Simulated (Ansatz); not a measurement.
Input and output of a self-consistent single point for HfCo7 (Cmmm, 8 atoms in the cell) (Ansatz, a program for electronic structure).

Level of theory: PBEsol, default PAW files made with PBE (plane waves; Ansatz).

```yaml
crystal:
  lattice:
    - [3.65731, -3.68685, 0.00000]
    - [3.65731, 3.68685, 0.00000]
    - [0.00000, 0.00000, 3.56148]
  atoms:
    - { symbol: Hf, position: [0.50000, 0.50000, 0.50000] }
    - { symbol: Co, position: [0.00000, 0.00000, 0.50000] }
    - { symbol: Co, position: [0.23284, 0.23284, 0.00000] }
    - { symbol: Co, position: [0.76716, 0.76716, 0.00000] }
    - { symbol: Co, position: [0.76874, 0.23126, 0.00000] }
    - { symbol: Co, position: [0.23126, 0.76874, 0.00000] }
    - { symbol: Co, position: [0.00000, 0.50000, 0.50000] }
    - { symbol: Co, position: [0.50000, 0.00000, 0.50000] }
```

Reference input (self-consistent single point, DFT, PBEsol, plane waves, default PAW files made with PBE): kpoints.mp_grid.grid = 7 7 10; hamiltonian.xc = pbesol; hamiltonian.pseudopotentials = {kind: paw} (the program's default PAW files); scf.occupations.method = fermi_dirac; scf.occupations.width = 0.136 eV. This run's input differs from it in these lines:

Ansatz 0.2 input:
```diff
@@ -21,3 +21,3 @@
 scf:
-  occupations: { method: fermi_dirac, width: 0.136 }
+  occupations: { method: fermi_dirac, width: 0.5 }
 output:
```

The program printed (abridged):

```
SCF iter   1: F=—  HF=-51254.065675 eV  |F-HF|=—  |Δ(HF+E_count)|=         —  Δρ=2.53e-2  dr2=3.18e-1  ethr=1.77e-3  ⟨swp⟩=5.0  Hψ=26228  notcnv=0
all-band conjugate gradients solve this SCF's bands
preconditioner: auto → Kerker (q_TF=auto, 2.922 Å⁻¹)
SCF iter   2: F=—  HF=-51254.024218 eV  |F-HF|=—  |Δ(HF+E_count)|=   4.15e-2  Δρ=1.04e-2  dr2=5.89e-2  ethr=2.19e-4  ⟨swp⟩=1.0  Hψ=10560  notcnv=0
   [... lines left out ...]
SCF iter   6: F=—  HF=-51254.015575 eV  |F-HF|=—  |Δ(HF+E_count)|=   4.94e-5  Δρ=1.53e-4  dr2=2.36e-5  ethr=4.75e-8  ⟨swp⟩=2.2  Hψ=9934  notcnv=0
SCF iter   7: F=—  HF=-51254.015361 eV  |F-HF|=—  |Δ(HF+E_count)|=   2.14e-4  Δρ=5.99e-5  dr2=3.87e-6  ethr=1.63e-8  ⟨swp⟩=2.0  Hψ=9792  notcnv=0
SCF iter   8: F=—  HF=-51254.015361 eV  |F-HF|=—  |Δ(HF+E_count)|=   7.28e-7  Δρ=1.58e-5  dr2=2.12e-7  ethr=2.67e-9  ⟨swp⟩=2.0  Hψ=10638  notcnv=0
SCF iter   9: F=-51254.015360 eV  HF=-51254.015360 eV  |F-HF|=7.89e-9  |Δ(HF+E_count)|=   4.39e-8  Δρ=4.77e-6  dr2=1.10e-8  ethr=6.90e-11  ⟨swp⟩=4.4  Hψ=31752  notcnv=0
SCF 1 converged in 9 iterations: F = -51254.015360 eV  dr2 = 1.10e-8
Free energy (F): -51254.015360 eV
Internal energy: -51244.032993 eV  (E = F + TS)
E sigma→0 (E₀):  -51249.024177 eV
Entropy (-TS):   -9.982367 eV (-1247.796 meV/atom)
Fermi energy:    19.166397 eV
--- Forces (eV/Å), atoms counted from 1 ---
  atom   1  Hf     0.00000000     0.00000000     0.00000000
  atom   2  Co    -0.00000000     0.00000000     0.00000000
  atom   3  Co     0.00651469     0.00000000     0.00000000
  atom   4  Co    -0.00651469     0.00000000     0.00000000
  atom   5  Co     0.00000000     0.09777810     0.00000000
  atom   6  Co     0.00000000    -0.09777810     0.00000000
  atom   7  Co     0.00000000     0.00000000     0.00000000
  atom   8  Co     0.00000000     0.00000000     0.00000000
--- Stress (GPa, compression-positive) ---
       -6.149828       0.000000       0.000000
        0.000000      -7.034997       0.000000
        0.000000       0.000000      -6.121350
  P = ⅓ Tr σ = -6.4354 GPa (-64.354 kbar)
  The stress holds the Pulay correction. Without it, at fixed plane waves, as pw.x and ABINIT print it: P = -6.5861 GPa
```

The run converged in 9 iterations. Against the reference run the free energy goes down by 647 meV/atom, the pressure goes from -15.46 to -6.44 GPa and the largest force goes from 0.399 to 0.098 eV/Å.

The starting cell comes from a database of computed structures (which also holds hypothetical and non-ambient phases and stackings), without a prior relaxation at this level. Spin polarisation is off. With a pressure of about -6 GPa the cell is away from its equilibrium volume at this level. Ansatz's pressure includes its estimate of the finite-basis (Pulay) stress.

Cost on one core of a shared machine: roughly 40 s.
